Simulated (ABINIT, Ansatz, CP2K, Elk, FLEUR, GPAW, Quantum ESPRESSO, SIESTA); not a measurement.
## Code comparison for PbTe (Fm-3m, 2 atoms in the cell)

Self-consistent single point, at a second geometry (lattice scaled by 0.98). First geometry:

```yaml
crystal:
  lattice:
    - [0.00000, 3.18866, 3.18866]
    - [3.18866, 0.00000, 3.18866]
    - [3.18866, 3.18866, 0.00000]
  atoms:
    - { symbol: Te, position: [0.50000, 0.50000, 0.50000] }
    - { symbol: Pb, position: [0.00000, 0.00000, 0.00000] }
```

Shared settings, as Ansatz (a quantum-chemistry and plane-wave program) writes them: kpoints.mp_grid.grid = 5 5 5; scf.occupations.method = fermi_dirac; scf.occupations.width = 0.01 eV. Potentials and cutoffs stand in the table.

```
code                                                                                                                                model  ΔF from the first geometry (meV/atom)  pressure (GPa)           cutoff
----------------  -----------------------------------------------------------------------------------------------------------------------  -------------------------------------  --------------  ---------------
Ansatz                                                                                                                     PBE, PAW files                                   72.0            8.06          default
ABINIT                                                                                                        PBE, PAW (JTH v2.0 PBE PAW)                                   71.8            7.82            20 Ha
Quantum ESPRESSO                                                                          PBE, PSlibrary ultrasoft (PBE) pseudopotentials                                   72.7            7.55            55 Ry
Elk                                        PBE, all-electron FP-LAPW, Elk's shipped species files, APW+lo basis with extra local orbitals                                   72.6               –       rgkmax 7.5
FLEUR                                                                        PBE, all-electron FLAPW (FLEUR), scalar-relativistic valence                                   72.8               –  Kmax 3.8 1/bohr
GPAW                                                                                         PBE, GPAW PAW datasets PBE (gpaw-data 1.0.1)                                   67.5            7.62           550 eV
CP2K                                                              PBE, GPW, TZVP-MOLOPT-SR-GTH basis, GTH-PBE potentials (GTH_POTENTIALS)                                   71.7            8.06      grid 400 Ry
SIESTA            GGA PBE, numerical atomic orbitals DZP, PseudoDojo PBE standard norm-conserving potentials (rewritten from UPF to PSML)                                   80.5            8.90      grid 300 Ry
```

For Quantum ESPRESSO (by 0.6 GPa) the energy change implies a higher mean pressure, against the two pressures, than for the other programs: a sign of finite-basis (Pulay) stress.

A dash marks a value that a program does not give, or that is left out as unsure.

On Ansatz's run: spin-orbit coupling is off.

The spread over the programs that give each value: ΔF from the first geometry within 13.0 meV/atom; pressure within 1.35 GPa.

CP2K and SIESTA use small atom-centred bases, whose incompleteness enters pressures, forces and empty levels differently from a plane-wave cutoff. Elk and FLEUR treat all electrons, but the usual bases taken here (sphere radii, linearisation, local orbitals, empty states) were not tested for convergence, so the values are no reference for the others. Ansatz's pressure is given at a fixed set of plane waves, as the other plane-wave codes print theirs. In the pressure, SIESTA (by 1.18) lies more than 1 GPa from the median of the plane-wave programs.

This mesh misses zone-boundary points where a band edge of such crystals can lie, so no gaps are given.

The starting cell has typed, rounded lattice constants, without a prior relaxation at this level. Its lattice was rescaled by a random factor within 2.5 % of one. For this run, on top of that: lattice scaled by 0.98.

Keys are those of Ansatz 0.2.
